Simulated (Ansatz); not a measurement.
Consider MoS2 in the 3R-MoS2 type structure (space group R3m, No. 160; layered, stacked along the Cartesian z axis).

```yaml
crystal:
  lattice:
    - [1.58770, 0.91666, 6.19535]
    - [-1.58770, 0.91666, 6.19535]
    - [0.00000, -1.83332, 6.19535]
  atoms:
    - { symbol: Mo, position: [0.00000, 0.00000, 0.00000] }
    - { symbol: S, position: [0.75029, 0.75029, 0.75029] }
    - { symbol: S, position: [0.58300, 0.58300, 0.58300] }
```

Cartesian axes are those of the cell as printed.

Calculations: DFT with r2SCAN+rVV10, PAW potentials and a 500 eV plane-wave cutoff in Ansatz (an electronic-structure program), scalar-relativistic without spin-orbit coupling, earlier PAW set.

Perturbation: an isotropic linear strain of −2.53 %, atoms relaxed at fixed cell.

Task: Predict the stress tensor and what it implies for the stiffness.

Result: Stress of the strained cell less that of the base (GPa, compression positive):
```
   9.01    0.00    0.00
   0.00    9.01    0.00
   0.00    0.00    2.61
```

Then B = −ΔP/(ΔV/V₀) with ΔV/V₀ = -0.0740 gives secant stiffness values (nonlinear terms included at this strain): B (at held cell shape, above the free-shape value) ≈ 93 GPa.

As a check, the harmonic strain energy −½ V₀ Δσ:ε is 29 meV/atom; the computed energy rise is 27 meV/atom.

Whether these cells are dynamically stable was not tested.
